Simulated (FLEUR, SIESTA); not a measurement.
A FLEUR input for a self-consistent single point of CuO (Cccm, 4 atoms in the cell) (DFT, LDA (Perdew-Zunger), all-electron FLAPW (FLEUR), scalar-relativistic valence):

Input of the input generator:

```
CuO
&input film=f /
3.7187447975 -4.0224124474 0.0000000000
3.7187447975 4.0224124474 0.0000000000
0.0000000000 0.0000000000 9.6302729880
1.0
1.0 1.0 1.0

4
29 0.0000000000 0.5000000000 0.0000000000
29 0.5000000000 0.0000000000 0.5000000000
8 0.5000000000 0.5000000000 0.2500000000
8 0.5000000000 0.5000000000 0.7500000000

&comp jspins=1 /
&exco xctyp='pz' /
&kpt div1=12 div2=12 div3=7 gamma=t /
&end /
```

```xml
<?xml version="1.0" encoding="UTF-8" standalone="no"?>
<fleurInput fleurInputVersion="0.39">
   <comment>
      CuO                                                                                                 
   </comment>
   <calculationSetup>
      <cutoffs Kmax="4.7" Gmax="18.8" GmaxXC="18.8" numbands="0"/>
      <scfLoop itmax="100" minDistance="0.00001" maxIterBroyd="25" imix="Anderson" alpha="0.05" precondParam="0.0" spinf="2.0"/>
      <coreElectrons ctail="T" frcor="F" kcrel="0" coretail_lmax="0"/>
      <xcFunctional name="pz" relativisticCorrections="F"/>
      <magnetism jspins="1"/>
      <soc l_soc="F" theta="0.0" phi="0.0" spav="F"/>
      <expertModes spex="0" secvar="F"/>
      <geometryOptimization l_f="T" forcealpha="1.0" forcemix="BFGS" epsdisp="0.00001" epsforce="0.00001"/>
      <ldaU l_linMix="F" mixParam="0.05" spinf="1.0"/>
   </calculationSetup>
   <cell>
      <bzIntegration valenceElectrons="34.0" mode="gauss" fermiSmearingEnergy="0.00499791">
         <kPointListSelection listName="default-1"/>
         <!-- k-points included here -->
         <xi:include xmlns:xi="http://www.w3.org/2001/XInclude" href="kpts.xml"> </xi:include>
      </bzIntegration>
      <!-- symmetry operations included here -->
      <xi:include xmlns:xi="http://www.w3.org/2001/XInclude" href="sym.xml"> </xi:include>
      <bulkLattice scale="1.0">
         <bravaisMatrix>
            <row-1>    3.7187447974999999    -4.0224124473999998     0.0000000000000000</row-1>
            <row-2>    3.7187447974999999     4.0224124473999998     0.0000000000000000</row-2>
            <row-3>    0.0000000000000000     0.0000000000000000     9.6302729879999998</row-3>
         </bravaisMatrix>
      </bulkLattice>
   </cell>
   <atomSpecies>
      <species name="Copper (Cu)" element="Cu" atomicNumber="29">
         <mtSphere radius="2.17" gridPoints="751" logIncrement="0.016"/>
         <atomicCutoffs lmax="8" lnonsphr="6"/>
         <electronConfig flipSpins="F">
            <coreConfig>(1s1/2) (2s1/2) (2p1/2) (2p3/2) (3s1/2) (3p1/2) (3p3/2)</coreConfig>
            <valenceConfig>(4s1/2) (3d3/2) (3d5/2)</valenceConfig>
            <stateOccupation state="(4s1/2)" spinUp="0.5" spinDown="0.5"/>
         </electronConfig>
         <energyParameters s="4" p="4" d="3" f="4"/>
         <lo type="HELO" l="2" n="4" eDeriv="0"/>
      </species>
      <species name="Oxygen (O)" element="O" atomicNumber="8">
         <mtSphere radius="1.22" gridPoints="423" logIncrement="0.025"/>
         <atomicCutoffs lmax="6" lnonsphr="4"/>
         <electronConfig flipSpins="F">
            <coreConfig>(1s1/2)</coreConfig>
            <valenceConfig>(2s1/2) (2p1/2) (2p3/2)</valenceConfig>
            <stateOccupation state="(2p1/2)" spinUp="0.6666666666667" spinDown="0.6666666666667"/>
            <stateOccupation state="(2p3/2)" spinUp="1.3333333333333" spinDown="1.3333333333333"/>
         </electronConfig>
         <energyParameters s="2" p="2" d="3" f="4"/>
      </species>
   </atomSpecies>
   <atomGroups>
      <atomGroup species="Copper (Cu)">
         <relPos label="                   1">.0000000000 1.000/2.000 .0000000000</relPos>
         <relPos label="                   2">1.000/2.000 .0000000000 1.000/2.000</relPos>
         <force calculate="T" relaxXYZ="TTT"/>
      </atomGroup>
      <atomGroup species="Oxygen (O)">
         <relPos label="                   3">1.000/2.000 1.000/2.000 1.000/4.000</relPos>
         <relPos label="                   4">1.000/2.000 1.000/2.000 -1.000/4.000</relPos>
         <force calculate="T" relaxXYZ="TTT"/>
      </atomGroup>
   </atomGroups>
   <output dos="F" band="F" slice="F">
      <checks vchk="F" cdinf="F"/>
      <bandDOS minEnergy="-.5*Htr" maxEnergy="0.5*Htr" sigma="0.015" storeEVData="T"/>
      <vacuumDOS vacdos="F" integ="F" star="F" nstars="0" locx1="0.0" locy1="0.0" locx2="0.0" locy2="0.0" nstm="0" tworkf="0.0"/>
      <unfoldingBand unfoldBand="F" supercellX="1" supercellY="1" supercellZ="1"/>
      <plotting iplot="0" polar="F">
         <plot TwoD="T" vec1="  1.0  0.0  0.0" vec2="  0.0  1.0  0.0" vec3="  0.0  0.0  1.0" zero="  0.0  0.0  0.0" file="plot"/>
      </plotting>
      <chargeDensitySlicing numkpt="0" minEigenval="0.0" maxEigenval="0.0" nnne="0" pallst="F"/>
      <specialOutput eonly="F"/>
      <magneticCircularDichroism mcd="F" energyLo="-10.0" energyUp="0.0"/>
   </output>
  <!-- We include the file relax.xml here to enable relaxations (see documentation) -->
  <xi:include xmlns:xi="http://www.w3.org/2001/XInclude" href="relax.xml"> <xi:fallback/> </xi:include>
</fleurInput>
```

Translate this input to SIESTA.

This is the input that was run; spellings and numerical settings could be chosen otherwise.

```
# files in the folder: Cu.psml O.psml (PseudoDojo LDA standard)
SystemName  CuO
SystemLabel CuO

NumberOfAtoms                4
NumberOfSpecies              2
%block ChemicalSpeciesLabel
  1 29 Cu
  2 8 O
%endblock ChemicalSpeciesLabel
LatticeConstant              1.0 Bohr
%block LatticeVectors
     3.718744797   -4.022412447    0.000000000
     3.718744797    4.022412447    0.000000000
     0.000000000    0.000000000    9.630272988
%endblock LatticeVectors
AtomicCoordinatesFormat      Ang
%block AtomicCoordinatesAndAtomicSpecies
     0.983937500    1.064284500    0.000000000  1
     0.983937500   -1.064284500    2.548060500  1
     1.967875000    0.000000000    1.274030250  2
     1.967875000    0.000000000    3.822090750  2
%endblock AtomicCoordinatesAndAtomicSpecies

XC.functional                LDA
XC.authors                   PW92
PAO.BasisSize                TZP
PAO.EnergyShift              0.01 Ry
MeshCutoff                   400 Ry
%block kgrid.MonkhorstPack
   12   0   0  0.0
    0  12   0  0.0
    0   0   7  0.0
%endblock kgrid.MonkhorstPack
OccupationFunction           MP
OccupationMPOrder            0
ElectronicTemperature        136.0 meV

MaxSCFIterations             150
SCF.Mixer.Method             Pulay
SCF.Mixer.Weight             0.2
SCF.Mixer.History            8
SCF.DM.Tolerance             1.0E-04
Diag.ParallelOverK           true
WriteForces                  true
```

Basis settings and potentials, where a program has them, do not carry over. This input uses DFT, LDA PW92, numerical atomic orbitals TZP, PseudoDojo LDA standard norm-conserving potentials (rewritten from UPF to PSML). LDA parametrisations can differ slightly between programs.

The starting cell comes from a database of computed structures (which also holds hypothetical and non-ambient phases and stackings), without a prior relaxation at this level. Its lattice was rescaled by a random factor within 2.5 % of one.
